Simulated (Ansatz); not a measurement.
Data:

```yaml
crystal:
  lattice:
    - [4.62200, 0.00000, 0.00000]
    - [0.00000, 4.62200, 0.00000]
    - [0.00000, 0.00000, 4.62200]
  atoms:
    - { symbol: Ag, position: [0.75000, 0.25000, 0.75000] }
    - { symbol: Ag, position: [0.25000, 0.75000, 0.75000] }
    - { symbol: Ag, position: [0.75000, 0.75000, 0.25000] }
    - { symbol: Ag, position: [0.25000, 0.25000, 0.25000] }
    - { symbol: O, position: [0.00000, 0.00000, 0.00000] }
    - { symbol: O, position: [0.50000, 0.50000, 0.50000] }
```

No spin polarisation.

Computed with plane-wave PAW DFT at the PBEsol level (Ansatz, a first-principles code, 420 eV), no spin-orbit coupling. k-mesh 7×7×7 (Γ-centred); smearing 0.05 eV (Fermi–Dirac).

**Question.** Predict the space group and pressure.

**Answer.** 
```json
{
 "space_group": "Pn-3m (No. 224)",
 "pressure": "5.5 GPa"
}
```

The cells carry an imposed strain or load. No phonon test of stability was made. The cell was made from Ag$_{2}$O (space group Pn-3m, No. 224) by this change: isotropic strain −1.80 %.
